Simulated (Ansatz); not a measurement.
**By hand: formation energy of H_i in Al (fcc, Fm-3m)**

Subject: the formation energy of H_i in Al (fcc, Fm-3m). Reaction: 108 Al (fcc) + 1/2 H2 (gas) → cell A.

A: a supercell of 108 sites of Al (fcc, Fm-3m) with H off the lattice sites (4 Al at 1.88 Å); spin state with PBE: run without spin.

Method: Ansatz (a program for electronic structure), PAW, neutral cells at 0 K with nuclei at rest, on structures from PBE. Ansatz runs with its PAW set soft_1. Larger cells are relaxed from a start prepared with the learned potential CHGNet, on a coarser mesh till forces fall under 0.03 eV/Å, which some starts already meet. A dispersion term (D3(BJ), or D4 for r2SCAN) was computed beside these levels and is taken off wherever the name lacks it. Space groups of crystals are read within 0.01 Å. Mesh and cell size may move defect energies by 0.1 eV or more. Cell A has symmetry P-43m within 0.02 Å and got no random move, so less symmetric positions, which may lie lower, weren't tried.

Total energies of the cells in eV, at zero smearing width. They compare only within one column; the weights balance every element.

```
cell       atoms  weight           PBE
---------  -----  ------  ------------
A: Al:H_i    109      +1  -58065.09292
Al (fcc)     108      −1  -58049.90435
H2 (gas)       2    −1/2     -31.74397
```

PBE: (-58065.09292) − (-58049.90435) − 1/2 × (-31.74397) = 0.683 eV.
